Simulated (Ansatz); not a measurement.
Terminations of the (100) surface of rock-salt TiC, measured from the surface 'clean 1x1'. Atoms come from or go to: Ag: fcc Ag, Al: fcc Al, C: graphite, Mo: bcc Mo, N: ½ N2(g), Ni: fcc Ni, ferromagnetic, O: ½ O2(g), S: ⅛ S8(g), Ti: hcp Ti, W: bcc W, Y: hcp Y, Zr: hcp Zr. ΔE is the energy of forming the row's surface from that one (negative: more stable at these reservoirs); the vacuum level's shift is aligned on the shared bottom. No zero-point or thermal terms. These are constructed structures in small cells; real faces may alloy, dewet or reconstruct in larger ones, and not all known structures of the face are among them. Slabs of about 13 Å, Fermi-Dirac smearing of 0.1 eV. Bottom of the slabs: a bare face, its two planes held. Relaxed from the named starts with such symmetry as they have, on meshes of like density; energies extrapolated to zero smearing; spin only where a row says so; no spin-orbit coupling, no U. Brackets mark spin-polarised runs, whose order is one that fits the cell. A dash marks a value that is undefined for that row (no clear gap, or no work function of a gapped slab) or was not read reliably on its mesh.

Calculation: PBE (plane waves to 420 eV, PAW; Ansatz, an electronic-structure program).

```json
[
 {"surface": "N on all C sites of the top plane", "atoms added per 1x1": "-1 C, +1 N", "ΔE per 1x1 (eV)": "(withheld)", "shift of the vacuum level (eV)": "-1.46", "work function (eV)": "3.07"},
 {"surface": "a layer of W, one atom over each Ti (1 C–W bonds formed; 2 C–Ti bonds broke)", "atoms added per 1x1": "+1 W", "ΔE per 1x1 (eV)": "3.02", "shift of the vacuum level (eV)": "0.36", "work function (eV)": "4.93"},
 {"surface": "a layer of Ag, one atom over each C", "atoms added per 1x1": "+1 Ag", "ΔE per 1x1 (eV)": "0.42", "shift of the vacuum level (eV)": "0.27", "work function (eV)": "4.79"},
 {"surface": "W on all Ti sites of the second plane", "atoms added per 1x1": "-1 Ti, +1 W", "ΔE per 1x1 (eV)": "1.58", "shift of the vacuum level (eV)": "-0.50", "work function (eV)": "3.92"},
 {"surface": "Zr on half the Ti sites of the top plane, c(2x2)", "atoms added per 1x1": "-0.5 Ti, +0.5 Zr", "ΔE per 1x1 (eV)": "0.14", "shift of the vacuum level (eV)": "-0.67", "work function (eV)": "3.82"},
 {"surface": "O on half the C sites of the top plane, c(2x2)", "atoms added per 1x1": "-0.5 C, +0.5 O", "ΔE per 1x1 (eV)": "(withheld)", "shift of the vacuum level (eV)": "-1.21", "work function (eV)": "3.31"},
 {"surface": "a layer of Ni, one atom over each C [spin start, no net moment]", "atoms added per 1x1": "+1 Ni", "ΔE per 1x1 (eV)": "0.75", "shift of the vacuum level (eV)": "-0.79", "work function (eV)": "3.70"},
 {"surface": "a layer of Al, one atom over each Ti", "atoms added per 1x1": "+1 Al", "ΔE per 1x1 (eV)": "(withheld)", "shift of the vacuum level (eV)": "-0.73", "work function (eV)": "3.77"},
 {"surface": "Y on all Ti sites of the second plane (1 C–Ti bonds broke)", "atoms added per 1x1": "-1 Ti, +1 Y", "ΔE per 1x1 (eV)": "3.67", "shift of the vacuum level (eV)": "0.70", "work function (eV)": "5.16"},
 {"surface": "a layer of Mo, one atom over each C", "atoms added per 1x1": "+1 Mo", "ΔE per 1x1 (eV)": "1.19", "shift of the vacuum level (eV)": "-0.62", "work function (eV)": "3.94"},
 {"surface": "S on half the C sites of the top plane, c(2x2) (1 S–Ti bonds broke)", "atoms added per 1x1": "-0.5 C, +0.5 S", "ΔE per 1x1 (eV)": "-1.05", "shift of the vacuum level (eV)": "-0.39", "work function (eV)": "4.12"},
 {"surface": "a layer of Mo, one atom over each Ti (1 C–Mo bonds formed; 2 C–Ti bonds broke)", "atoms added per 1x1": "+1 Mo", "ΔE per 1x1 (eV)": "2.90", "shift of the vacuum level (eV)": "0.36", "work function (eV)": "4.93"}
]
```

Complete the blanks.


- N on all C sites of the top plane, ΔE per 1x1 (eV): -2.16
- O on half the C sites of the top plane, c(2x2), ΔE per 1x1 (eV): -2.24
- a layer of Al, one atom over each Ti, ΔE per 1x1 (eV): 1.08
